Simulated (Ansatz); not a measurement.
L1₂ (Cu3Au-type) Pt3Ti, treated with r²SCAN+SOC (plane waves, PAW; Ansatz, a program for electronic structure).

Input file:

Ansatz 0.2 input:
```yaml
crystal:
  lattice:
    - [3.9183922593, 0.0, 0.0]
    - [0.0, 3.9183922593, 0.0]
    - [0.0, 0.0, 3.9183922593]
  atoms:
    - { symbol: Ti, position: [0.0, 0.0, 0.0] }
    - { symbol: Pt, position: [0.0, 0.5, 0.5] }
    - { symbol: Pt, position: [0.5, 0.0, 0.5] }
    - { symbol: Pt, position: [0.5, 0.5, 0.0] }
basis:
  ecutwfc: 560
  ecutrho_ratio: 4
  xc_grid: 3
kpoints:
  mp_grid: { grid: [14, 14, 14] }
hamiltonian:
  xc: r2scan
  dispersion: none
  pseudopotentials: { kind: paw }
scf:
  occupations: { method: fermi_dirac, width: 0.05 }
  convergence: { dr2_threshold: 0.0000000004 }
output:
  forces: true
  stress: true
  eigenvalues: true
magnetization:
  noncollinear: true
  spin_orbit: true
```

The run printed, among other lines:

```
Crystal: 4 atoms, lattice volume = 60.162 Å³
Basis set: ecut = 560 eV, 1839 PW (Γ), exchange–correlation on 96×96×96 points (27 copies of the dense FFT grid, shifted against one another)
Bands: 80, of which v1, the nominal top of the filled ones, is band 66 counted from 1 (65 counted from 0)
Symmetry: 48 space group operations + 48 with time reversal
k-points: 120 of 2744
Initial density: superposition of atomic densities (chi_scale 0.1, normalization cell, long waves kept (reshape's long-wave potential 0.00 eV rms))
Functional: x = r2scan, c = r2scan; τ floored in thin density (d = 2e-4 eV/Å³)
spin=Noncollinear: Kerker preconditioning applied to the charge; magnetization (m_x, m_y, m_z) channels mix plain (no charge-response kernel on spin).
SCF 1 converged in 13 iterations: F = -40042.972792 eV  dr2 = 1.93e-10
SCF converged after 13 iterations
Free energy (F): -40042.972792 eV
Internal energy: -40042.964022 eV  (E = F + TS)
E sigma→0 (E₀):  -40042.968407 eV
Fermi energy:    22.059153 eV
--- Forces (eV/Å), atoms counted from 1 ---
  atom   1  Ti    -0.00000000    -0.00000000     0.00000000
  atom   2  Pt     0.00000000    -0.00000000     0.00000000
  atom   3  Pt     0.00000000    -0.00000000     0.00000000
  atom   4  Pt     0.00000000    -0.00000000     0.00000000
--- Stress (GPa, compression-positive) ---
       -0.002752      -0.000000       0.000000
       -0.000000      -0.002752       0.000000
        0.000000       0.000000      -0.002752
  P = ⅓ Tr σ = -0.0028 GPa (-0.028 kbar)
```

The PAW data were made under PBE.
